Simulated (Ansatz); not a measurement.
Ti on the 1x1 (0001) surface of hcp Ru, one in a 2x2 cell, energies for each (25.7 Å²). Energies are against an atom of hcp Ti, without zero-point or thermal terms; each row is named by its start. No converged result for: 1 more start.

These are PBE (plane waves to 420 eV, PAW; Ansatz, a first-principles code) values and carry that method's errors.

Set-up: 17 atoms, 6.3 Å thick at the start under the adsorbate (thin: gaps and levels are the slab's own); mesh 6x6x1; 0.1 eV smearing; dipole correction on; 8 atoms held, the rest relaxed; each run with such symmetry as its start has; spin-polarised, no spin-orbit, no U, no dispersion correction.

A negative adsorption energy means that the adsorbate is more stable on the surface than in its reference. Starts that drift may end in the same place. Heights count from the host atoms within 0.3 Å of the top one.

```csv
starting site,E_ads (eV),height (Å),nearest host atom (Å),bonded to,Δ work function (eV),lateral drift (Å),moment (μB)
hollow Ru-Ru-Ru,-0.32,1.73,Ru 2.38,3 Ru,-2.29,0.0,0.0
hollow Ru-Ru-Ru over Ru at depth 2.1 Å,-0.57,1.72,Ru 2.37,3 Ru,-2.29,0.0,0.0
bridge Ru-Ru (span 2.7 Å),-0.57,1.72,Ru 2.37,3 Ru,-2.29,0.8,0.0
```
